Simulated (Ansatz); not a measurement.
Base system: AlN (space group P4_2/mnm, No. 136; a = 5.294 Å, c = 3.109 Å; a hypothetical phase, not in the database extracts checked).

It is then changed as follows: the cell is scaled by 0.9907 in all directions; the atoms relax in the strained cell.

Levels (all Ansatz, a program for electronic structure, PAW): PBEsol (420 eV, no spin-orbit coupling); r2SCAN (500 eV, no SOC); HSE06 (420 eV, spin-orbit coupling left out).

At the geometry relaxed with PBEsol, these levels gave the following band gaps, in shuffled order: (a) 3.93 eV, (b) 4.63 eV, (c) 5.35 eV.

Q: Match each gap to its level.

A: (a) PBEsol; (b) r2SCAN; (c) HSE06.

Single points use the geometry relaxed with PBEsol. HSE06 gaps are upper bounds (no full band path). No phonon test of stability was made.
